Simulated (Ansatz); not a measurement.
Input:

A slab with vacuum along the third vector:

```yaml
crystal:
  lattice:
    - [3.99772, 0.00000, 0.00000]
    - [0.00000, 4.26551, 0.00000]
    - [0.00000, 0.00000, 30.50000]
  atoms:
    - { symbol: Sn, position: [0.25000, 0.10222, 0.26954] }
    - { symbol: S, position: [0.75000, 0.52473, 0.27986] }
    - { symbol: S, position: [0.25000, 0.02551, 0.35443] }
    - { symbol: Sn, position: [0.75000, 0.60789, 0.36497] }
    - { symbol: Sn, position: [0.25000, 0.39502, 0.45200] }
    - { symbol: S, position: [0.75000, 0.98178, 0.46237] }
    - { symbol: S, position: [0.25000, 0.48178, 0.53763] }
    - { symbol: Sn, position: [0.75000, 0.89502, 0.54800] }
    - { symbol: Sn, position: [0.25000, 0.10789, 0.63503] }
    - { symbol: S, position: [0.75000, 0.52550, 0.64557] }
    - { symbol: S, position: [0.25000, 0.02473, 0.72014] }
    - { symbol: Sn, position: [0.75000, 0.60222, 0.73047] }
```

Model: 12-atom slab, S6Sn6, 14.1 Å thick at the start, 7x6x1 mesh, Fermi-Dirac 0.025 eV, dipole correction, all atoms relaxed; symmetry of the start imposed; no spin, no spin-orbit, no U.

**Question.** What is the computed surface energy (mean of both faces) (PBE with D3(BJ) dispersion (Ansatz, a program for electronic structure))?

**Answer.** 0.31 J/m²
